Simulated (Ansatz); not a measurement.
## Ta3N5 (Cmcm): band-edge transport data

Input:

```xyz
16
Lattice="1.9389 -5.1078 0.0000 1.9389 5.1078 0.0000 0.0000 0.0000 10.2372" Properties=species:S:1:pos:R:3 pbc="T T T"
Ta     1.9389     3.0772     7.6779
Ta     1.9389    -3.0772     2.5593
Ta     1.9389    -3.7419     9.6302
Ta     1.9389     3.7419     0.6071
Ta     1.9389     3.7419     4.5116
Ta     1.9389    -3.7419     5.7257
N      1.9389     4.6277     9.0094
N      1.9389    -4.6277     1.2278
N      1.9389    -4.6277     3.8908
N      1.9389     4.6277     6.3464
N      1.9389    -1.9544     0.7504
N      1.9389     1.9544     9.4869
N      1.9389     1.9544     5.8690
N      1.9389    -1.9544     4.3683
N      1.9389     2.6989     2.5593
N      1.9389    -2.6989     7.6779
```

The numbers are results of PBEsol, rigid bands (plane waves, PAW, scalar-relativistic; Ansatz, a first-principles code), not measurements. Cell: cell and atoms relaxed with PBEsol.

```
Quantity                                                                                                                                                          Result
---------------------------------------------------------------------------------------------------------------------------------------  -------------------------------
band gap                                                                                                                                                         1.15 eV
electron conductivity mass (300 K, dilute)                                                                                               0.187 (x), 2.9 (y), 0.69 (z) mₑ
hole conductivity mass (300 K, dilute)                                                                                                   0.80 (x), 0.66 (y), 0.44 (z) mₑ
effective density of states N_c (300 K)                                                                                                                      1.4e19 cm⁻³
effective density of states N_v (300 K)                                                                                                                      2.3e19 cm⁻³
density-of-states mass, electrons                                                                                                                                0.68 mₑ
density-of-states mass, holes                                                                                                                                    0.96 mₑ
Seebeck coefficient, n-type 1e19 cm⁻³, 300 K                                                                                                                   -248 μV/K
best n-type power factor at 300 K for τ = 10 fs (best axis; densities from 1e16 to 1e21 cm⁻³ tried, whether or not they can be reached)     14.4 μW/(cm·K²) at 3e20 cm⁻³
Seebeck coefficient, p-type 1e19 cm⁻³, 300 K                                                                                                                    306 μV/K
best p-type power factor at 300 K for τ = 10 fs (best axis; densities from 1e16 to 1e21 cm⁻³ tried, whether or not they can be reached)     17.5 μW/(cm·K²) at 3e20 cm⁻³
```

Rigid bands; masses and Seebeck coefficients take one relaxation time τ for all states and one kind of carrier; polarons and phonon drag are left out. Spin-orbit coupling is left out; with 5d elements it also splits d-like band edges.

Formula and space group known from diffraction (Crystallography Open Database), not checked to be the room-temperature form: Ta3N5 (Cmcm).
